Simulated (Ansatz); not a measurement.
Start from TiSi₂ (space group Fddd, No. 70; a = 4.780 Å, b = 8.232 Å, c = 8.522 Å). Axes: x, y, z lie along a, b, c of the conventional cell.

The values are results of Ansatz (a program for electronic structure), r2SCAN, PAW, cutoff 500 eV, no spin-orbit coupling, earlier PAW set, not measurements.

Base values:

| Property | Value |
|---|---|
| Shortest interatomic distance | 2.520 Å |
| Pressure | 0.0 GPa |
| Band gap | zero |

One thing is altered: tensor shear ε_xy = +0.78 % (engineering shear γ = 0.0156); the atoms relax in the strained cell.

Q: Estimate the effect on the shortest interatomic distance, energy relative to the base, pressure and band gap.

A: The shortest interatomic distance decreases by 0.0031 Å (2.520 Å → 2.516 Å); the energy goes up by 1.3 meV/atom; the pressure (mean of the normal stresses, compression positive) stays 0.0 GPa; the band gap stays zero.

Without a gap, meshes like the base's 13×13×13 leave anisotropic stresses uncertain by several tenths of a GPa, and small strain energies with them. No phonon test of stability was made. All final runs are without spin polarisation.
